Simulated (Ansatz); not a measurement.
The parent structure is InP in the zinc blende structure (space group F-43m, No. 216; a = 5.8269 Å). Axes: x, y, z lie along the cube axes.

Computed with DFT with LDA, PAW potentials and a 420 eV plane-wave cutoff in Ansatz (a quantum-chemistry and plane-wave program), without spin-orbit coupling.

Perturbation: every lattice vector is shortened by 2.50 %; the atoms relax in the strained cell.

### Question
Predict the stress tensor and what it implies for the stiffness.

### Answer
Stress of the strained cell less that of the base (GPa, compression positive):
```
   6.44    0.00    0.00
   0.00    6.44    0.00
   0.00    0.00    6.44
```

Then B = −ΔP/(ΔV/V₀) with ΔV/V₀ = -0.0731 gives secant stiffness values (nonlinear terms included at this strain): B ≈ 88 GPa.

As a check, the harmonic strain energy −½ V₀ Δσ:ε is 37 meV/atom; the computed energy rise is 34 meV/atom.

No phonon test of stability was made.
